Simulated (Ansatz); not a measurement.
A self-consistent single point of AlV6Sb (Pm-3, 8 atoms in the cell) with Ansatz (a first-principles code).

Computed with PBEsol, PAW files made with PBE (plane waves; Ansatz).

```yaml
crystal:
  lattice:
    - [4.85681, 0.00000, 0.00000]
    - [0.00000, 4.85681, 0.00000]
    - [0.00000, 0.00000, 4.85681]
  atoms:
    - { symbol: Al, position: [0.50000, 0.50000, 0.50000] }
    - { symbol: V, position: [0.00000, 0.50000, 0.73746], spin: 2.0 }
    - { symbol: V, position: [0.00000, 0.50000, 0.26254], spin: 2.0 }
    - { symbol: V, position: [0.73746, 0.00000, 0.50000], spin: 2.0 }
    - { symbol: V, position: [0.26254, 0.00000, 0.50000], spin: 2.0 }
    - { symbol: V, position: [0.50000, 0.73746, 0.00000], spin: 2.0 }
    - { symbol: V, position: [0.50000, 0.26254, 0.00000], spin: 2.0 }
    - { symbol: Sb, position: [0.00000, 0.00000, 0.00000] }
```
(The spins are starting values, not results.)

Reference input (self-consistent single point, DFT, PBEsol, plane waves, PAW files made with PBE): kpoints.mp_grid.grid = 7 7 7; kpoints.mp_grid.shift = 0.5 0.5 0.5; hamiltonian.xc = pbesol; hamiltonian.pseudopotentials = {kind: paw} (the program's default PAW files); magnetization.spin_polarized = true; scf.occupations.method = fermi_dirac; scf.occupations.width = 0.0073 Ry. This run's input differs from it in these lines:

Ansatz 0.2 input:
```diff
@@ -17,3 +17,2 @@
     grid: [7, 7, 7]
-    shift: [0.5, 0.5, 0.5]
 hamiltonian:
```

Output, abridged:

```
SCF iter   1: F=—  HF=-24250.051044 eV  |F-HF|=—  |Δ(HF+E_count)|=         —  Δρ=1.32e-1 (↑1.32e-1 ↓8.21e-2)  dr2=6.95e0  dr2_m=1.13e1  M=1.496 μB ∫|m|=1.998 μB  β_m=0.30  ethr=3.10e-3  ⟨swp⟩=6.0  Hψ=10432  notcnv=0
Mixer restart at iter 1: flushing history
all-band conjugate gradients solve this SCF's bands
preconditioner: auto → Kerker (q_TF=auto, 2.649 Å⁻¹)
spin=Collinear: Kerker preconditioning applied to the charge; magnetization (m = ρ↑ − ρ↓) channel mixes plain (no charge-response kernel on spin).
   [... lines left out ...]
SCF iter  11: F=—  HF=-24246.121893 eV  |F-HF|=—  |Δ(HF+E_count)|=   9.14e-9  Δρ=9.19e-7 (↑9.19e-7 ↓7.96e-7)  dr2=2.74e-9  dr2_m=7.72e-11  M=-0.000 μB ∫|m|=0.000 μB  β_m=1.00  ethr=1.26e-11  ⟨swp⟩=2.0  Hψ=5349  notcnv=0  defer=25
SCF iter  12: F=-24246.121893 eV  HF=-24246.121893 eV  |F-HF|=3.89e-10  |Δ(HF+E_count)|=  3.42e-10  Δρ=3.64e-7 (↑2.82e-7 ↓3.64e-7)  dr2=3.84e-10  dr2_m=7.62e-12  M=-0.000 μB ∫|m|=0.000 μB  ethr=2.86e-12  ⟨swp⟩=3.7  Hψ=9097  notcnv=0
SCF 1 converged in 12 iterations: F = -24246.121893 eV  dr2 = 3.84e-10
WARN: the starting moments were not kept: the SCF closed with an absolute magnetisation of 2.9e-5 μB, where they sum to 12 μB in size (6 sites) …
Magnetization: -0.0000 μB (48.0000 up, 48.0000 down)
   [... lines left out ...]
Absolute magnetization: 0.0000 μB (∫|ρ↑−ρ↓|, with the PAW one-centre terms)
Free energy (F): -24246.121893 eV
Fermi energy:    15.635423 eV
   [... lines left out ...]
  atom   8  Sb    -0.00000000     0.00000000     0.00000000
--- Stress (GPa, compression-positive) ---
       -3.875396      -0.000000       0.000000
       -0.000000      -3.875396       0.000000
        0.000000       0.000000      -3.875396
  P = ⅓ Tr σ = -3.8754 GPa (-38.754 kbar)
  The stress holds the Pulay correction. Without it, at fixed plane waves, as pw.x and ABINIT print it: P = -4.0051 GPa
```

The run converged in 12 iterations. Against the reference run the free energy hardly moves (within 1 meV/atom), the pressure moves little (-3.91 to -3.88 GPa) and the largest force goes from 0.032 to 0.040 eV/Å.

The starting cell comes from a database of computed structures (which also holds hypothetical and non-ambient phases and stackings), without a prior relaxation at this level. The starting moments vanished: the run ended non-magnetic, which need not be the lowest state. The program warned that a starting moment was not kept. Ansatz's pressure includes its estimate of the finite-basis (Pulay) stress.

Cost on one core of a shared machine: roughly 30 s.
